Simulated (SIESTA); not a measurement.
**Short convergence ladders for Sc₃SnB (P4mm, 5 atoms in the cell)**

```yaml
crystal:
  lattice:
    - [4.64001, 0.00000, 0.00000]
    - [0.00000, 4.64001, 0.00000]
    - [0.00000, 0.00000, 4.64001]
  atoms:
    - { symbol: Sc, position: [0.50000, 0.00000, 0.50000] }
    - { symbol: Sc, position: [0.01078, 0.50000, 0.50000] }
    - { symbol: Sc, position: [0.50000, 0.50000, 0.00000] }
    - { symbol: Sn, position: [0.00000, 0.00000, 0.00000] }
    - { symbol: B, position: [0.50000, 0.50000, 0.50000] }
```

Base method: GGA PBEsol, numerical atomic orbitals DZP, PseudoDojo PBEsol standard norm-conserving potentials (rewritten from UPF to PSML) run with SIESTA.

Base settings: XC.functional = GGA; XC.authors = PBEsol; potentials = PseudoDojo PBEsol standard; PAO.BasisSize = DZP; PAO.EnergyShift = 0.005 Ry; MeshCutoff = 300 Ry; kgrid.MonkhorstPack = 3 3 3; OccupationFunction = FD; ElectronicTemperature = 100 meV; MaxSCFIterations = 150.

Core times come from one kind of shared machine, to one figure; runs under 30 s give none.

**The cutoff of the real-space grid**

The second cell is the first with its lattice scaled by 0.98.

The mesh stays at the base's, so the ladder's end is converged at best in this setting alone.

Only quantities that move along the ladder and can be compared are tabulated.

```tsv
MeshCutoff	free energy less the last step's (meV/atom)	energy of the compressed cell less the first (meV/atom)	pressure (GPa)	largest difference of a force vector from the last step's (eV/Å)	core time / last (rough)
105 Ry (116 Ry used)	-7.69	3.37	-2.10	0.046	–
165 Ry (166 Ry used)	-3.49	2.99	-2.13	0.007	0.2
270 Ry (296 Ry used)	-0.71	2.99	-2.18	0.001	0.2
300 Ry (321 Ry used)	-0.60	2.88	-2.16	0.001	0.3
360 Ry (374 Ry used)	-0.38	2.93	-2.17	0.001	0.3
720 Ry (822 Ry used)	0.00	2.95	-2.16	0.000	1
```

Coarsest MeshCutoff that holds the pressure within 0.05 GPa of the last step, with all finer ones: 165 Ry (166 Ry used), at about 0.2 of the last step's time; the step before is off by 0.06 GPa.

Coarsest MeshCutoff that holds the energy of the compressed cell less the first within 0.2 meV/atom of the last step, with all finer ones: 165 Ry (166 Ry used), at about 0.2 of the last step's time; the step before is off by 0.42 meV/atom.

Coarsest MeshCutoff that holds the forces within 0.01 eV/Å of the last step, with all finer ones: 165 Ry (166 Ry used), at about 0.2 of the last step's time; the step before is off by 0.046 eV/Å.

The energy difference between the two cells stays within 1 meV/atom of the last step's from 105 Ry on, the total only from 270 Ry on: much of the error is common to both cells and cancels.

**The setting basis size**

Level: DFT, GGA PBEsol, numerical atomic orbitals TZP, PseudoDojo PBEsol standard norm-conserving potentials (rewritten from UPF to PSML).

Moved along: PAO.BasisSize.

The second cell is the first with its lattice scaled by 0.98.

The mesh stays at the base's, so the ladder's end is converged at best in this setting alone.

The sets are ordered by size and need not be nested.

Only quantities that move along the ladder and can be compared are tabulated.

| basis (functions) | energy of the compressed cell less the first (meV/atom) | pressure (GPa) | largest difference of a force vector from the last step's (eV/Å) | core time / last (rough) |
|---|---|---|---|---|
| SZ (43) | -17.04 | -5.15 | 0.095 | – |
| SZP (62) | 12.05 | -1.11 | 0.022 | 0.2 |
| DZ (69) | -2.87 | -3.00 | 0.003 | – |
| DZP (88) | 2.88 | -2.16 | 0.009 | 0.5 |
| TZP (114) | 2.59 | -2.29 | 0.000 | 1 |

Coarsest basis (functions) that holds the forces within 0.02 eV/Å of the last step, with all finer ones: DZ (69); the step before is off by 0.022 eV/Å.

Coarsest basis (functions) that holds the pressure within 0.5 GPa of the last step, with all finer ones: DZP (88); the step before is off by 0.71 GPa.

Coarsest basis (functions) that holds the energy of the compressed cell less the first within 2 meV/atom of the last step, with all finer ones: DZP (88); the step before is off by 5.5 meV/atom.

On the base run: the starting cell comes from a database of computed structures (which also holds hypothetical and non-ambient phases and stackings), without a prior relaxation at this level. Its lattice was rescaled by up to half a per cent. One atom was moved a little off its site on purpose. Values carry the incompleteness of an atom-centred basis. Without a gap this mesh is coarse (it stands for a supercell whose shortest vector is 14 Å).

Left out of this page: 1 run of the series failed or unconverged; 2 runs of the series outside the window shown, repeating another row's setting, or not comparable.
